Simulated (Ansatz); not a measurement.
The starting structures come from a database of crystals and need not be the phases stable at ambient conditions.

Here is the system:

```xyz
10
Lattice="4.8586 0.0000 0.0000 0.0000 8.8897 0.0000 0.0000 -4.4449 2.7521" Properties=species:S:1:pos:R:3 pbc="T T T"
Si     1.3152     1.5746     0.8281
Si     3.7445     2.8702     1.9240
Si     1.3152     7.3151     0.8281
Si     3.7445    -2.8702     1.9240
N      2.9881     1.9492     0.6804
N      0.5588     2.4957     2.0716
N      2.9881     6.9406     0.6804
N      0.5588    -2.4957     2.0716
O      1.0752     0.0000     1.1488
O      3.5045     4.4449     1.6032
```

The cell is taken as given; by PBEsol it stands under a pressure of 2.2 GPa.

Transport runs along the normal of the first two printed cell vectors.

The gap is the functional's own, uncorrected, and κ follows it; spin-orbit coupling is left out. Mid-gap means the computed energy nearest the middle.

**Question.** Compute, with PBEsol run with Ansatz (a program for electronic structure), the band gap and the smallest decay constant κ at mid-gap.

**Answer.** Gap 4.99 eV on a 6×12×12 mesh; κ = 0.405 1/Å, at (0.000, 0.250) of the in-plane reciprocal vectors. At the zone centre the slowest state has κ = 0.41 1/Å.
